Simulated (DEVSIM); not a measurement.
Device: GaAs p-i-n diode, at 300 K.

```csv
layer (left to right),material,thickness (μm),Nd (cm⁻³),Na (cm⁻³),τn (s),τp (s)
1,GaAs,0.920,-,5.3e17,1.4e-9,1.4e-9
2,GaAs,0.320,2.4e12,-,1.4e-9,1.4e-9
3,GaAs,0.480,1.8e17,-,1.4e-9,1.4e-9
```

Left contact: ohmic. Right contact: ohmic. Voltage is applied to the left contact. Recombination: SRH at mid-gap, radiative, Auger. Mobility is μmin + (μ − μmin)/(1 + (N/Nref)^α).

Constants are typed, rounded textbook-type inputs, not results; the design itself was drawn at random and stands for no fabricated device. Values at 300 K.

```tsv
parameter	GaAs
gap (eV)	1.424
affinity (eV)	4.07
permittivity	12.9
Nc (cm⁻³)	4.7e17
Nv (cm⁻³)	9e18
μn (cm²/Vs)	8500
μp (cm²/Vs)	400
μn,min	500
μp,min	20
Nref,n	6e16
Nref,p	1.5e17
αn	0.39
αp	0.38
B (cm³/s)	2e-10
Cn (cm⁶/s)	1e-30
Cp (cm⁶/s)	1e-30
```

Model (solved in DEVSIM): 1D drift-diffusion, Boltzmann statistics, complete ionisation; no tunnelling, impact ionisation, image-force lowering or self-heating.

The thickness of layer 3 was swept, all else fixed.

```
thickness of layer 3 (μm)  dark forward voltage at 1 A/cm² (V)  dark forward voltage at 100 A/cm² (V)
-------------------------  -----------------------------------  -------------------------------------
0.096                                                    1.012                                  1.153
0.17                                                     1.016                                      ?
0.29                                                     1.019                                  1.165
0.48                                                     1.020                                  1.168
0.82                                                     1.021                                  1.170
1.4                                                      1.021                                  1.171
2.4                                                      1.021                                  1.171
```

**Question.** Fill in the missing entries.

**Answer.** 
- 0.17, dark forward voltage at 100 A/cm² (V): 1.160
